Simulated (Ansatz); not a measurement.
**What Cs → La does to CsSnI3**

The reference is CsSnI₃ in the cubic perovskite structure (space group Pm-3m, No. 221; a = 6.2712 Å).

Modification: La takes the place of Cs on all its sites; the structure is relaxed again.

All numbers come from Ansatz (a program for electronic structure), PBE, PAW, cutoff 420 eV, spin-orbit coupling left out, earlier PAW set. Settings: 8×8×8 k-points, 0.05 eV Fermi–Dirac smearing, for the changed cell.

```csv
quantity,base,changed,shift
volume per atom,49.33 Å³,45.33 Å³,-4.00 Å³
density,4.26 g/cm³,4.68 g/cm³,+0.42 g/cm³
space group,Pm-3m (No. 221),Pm-3m (No. 221),–
shortest interatomic distance,3.136 Å,3.049 Å,-0.087 Å
band gap,0.45 eV,zero,–
magnetic state,not spin-polarised,ferromagnetic,–
largest site moment,0.00 μB,1.10 μB,+1.10 μB
```

The magnetic state is the one reached from the starting moments; the real material's order can differ, and small cells can't hold many antiferromagnetic ones. Spin-orbit coupling, missing from the scalar runs, can matter with I. Whether these cells are dynamically stable was not tested. As relaxed here, LaSnI3 is a hypothetical phase, not in the database extracts checked. Many cubic perovskites are stable only at high temperature; tilts and polar distortions were not tested.
